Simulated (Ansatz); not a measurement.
## CsSnBr3 in the cubic perovskite structure (space group Pm-3m, No. 221)

```
CELL_PARAMETERS angstrom
      5.76450     0.00000     0.00000
      0.00000     5.76450     0.00000
      0.00000     0.00000     5.76450
ATOMIC_POSITIONS crystal
  Cs 0.00000 0.00000 0.00000
  Sn 0.50000 0.50000 0.50000
  Br 0.00000 0.50000 0.50000
  Br 0.50000 0.50000 0.00000
  Br 0.50000 0.00000 0.50000
```

Computed with Kohn–Sham DFT with the PBEsol functional, run in Ansatz (a first-principles code) with PAW and 420 eV plane waves, no SOC. k-mesh 6×6×6 (Γ-centred); smearing 0.05 eV (Fermi–Dirac).

The volume per atom is 38.31 Å³. The density is 4.26 g/cm³ and the band gap is 0.22 eV, direct at R. The lowest conduction-band minima above the VBM is R along ⟨111⟩ 0.22 eV and the total energy is -3950.211 eV/atom (σ→0; compares only within this code and set-up).

No phonon test of stability was made. Many cubic perovskites are stable only at high temperature; tilts and polar distortions were not tested. The zero or small gap of CsSnBr3 can change with the level of theory.
